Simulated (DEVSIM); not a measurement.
System: Ti/SiON/p-Si capacitor, at 250 K.

Layer 1 from the left is SiON, thickness (nm) 4.80. Layer 2 from the left is Si, thickness (nm) 350, Na (cm⁻³) 2.7e18.

Metal gate on the left, work function 4.33 eV. Fixed charge at the semiconductor interface -3.6e10 cm⁻² (in units of +e); no interface traps.

Constants are typed, rounded textbook-type inputs, not results; the design itself was drawn at random and stands for no fabricated device. Values at 300 K; Nc and Nv go as T^1.5, mobilities as T to minus their exponent, the gap by Varshni's rule with the affinity fixed.

SiON: gap (eV) 7, affinity (eV) 1.4, permittivity 5.5. Si: gap (eV) 1.124, affinity (eV) 4.05, permittivity 11.7, Nc (cm⁻³) 2.86e19, Nv (cm⁻³) 3.1e19, Varshni α (eV/K) 0.000473, Varshni β (K) 636.

Simulated with DEVSIM: 1D Poisson equation in equilibrium, Boltzmann statistics, complete ionisation; no quantum confinement or tunnelling. Metal contacts follow the ideal Schottky-Mott rule: no Fermi-level pinning, no interface dipoles.

**Question.** What does the simulation give for the minimum of the low-frequency capacitance, the flat-band voltage?

**Answer.** minimum of the low-frequency capacitance 0.335 μF/cm²; flat-band voltage -0.80 V.
